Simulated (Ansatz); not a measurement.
Take HgS in the zinc blende structure (space group F-43m, No. 216; a = 5.876 Å) as the base.

Computed with DFT with PBEsol, PAW potentials and a 420 eV plane-wave cutoff in Ansatz (an electronic-structure program), no spin-orbit coupling.

One change was made to it. Results:

| quantity | base | after |
|---|---|---|
| density | 7.62 g/cm³ | 8.83 g/cm³ |
| shortest interatomic distance | 2.544 Å | 2.409 Å |

Q: Which change produced these results?
A. S → Se
B. Hg → Cd
C. Hg → Au

A: C, Hg → Au. For comparison, the density in the other runs: S → Se gives 8.05 g/cm³; Hg → Cd gives 4.86 g/cm³.

No phonon test of stability was made. As relaxed here, AuS is a hypothetical phase, not in the database extracts checked. The final runs are not spin-polarised. An odd electron count without spin: AuS.
